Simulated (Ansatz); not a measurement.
The reference is SiO2 in the rutile structure (space group P4_2/mnm, No. 136; a = 4.236 Å, c = 2.690 Å). Axes: x, y, z lie along a, b, c of the conventional cell.

Method: Kohn–Sham DFT with the PBE functional, run in Ansatz (a quantum-chemistry and plane-wave program) with PAW and 420 eV plane waves, no SOC.

Before the change:

- Gap character: direct at Γ
- Valence-band top at Γ: 0.00, -0.85, -0.85 eV
- Band gap: 5.04 eV

Now apply this change: the cell is compressed by 0.60 % along z with no lateral relaxation; the atoms relax in the strained cell.

**Question.** What happens to the gap character, energy relative to the base, valence-band top at Γ and band gap?

**Answer.** The gap character stays direct at Γ; the energy rises by 0.6 meV/atom; the valence-band top at Γ (three highest levels, from the VBM) changes from 0.00, -0.85, -0.85 eV to 0.00, -0.86, -0.86 eV; the band gap rises by 0.13 eV (5.04 eV → 5.17 eV).

Gaps are Kohn–Sham eigenvalue differences; semilocal functionals usually give less than the measured gap. No phonon test of stability was made.
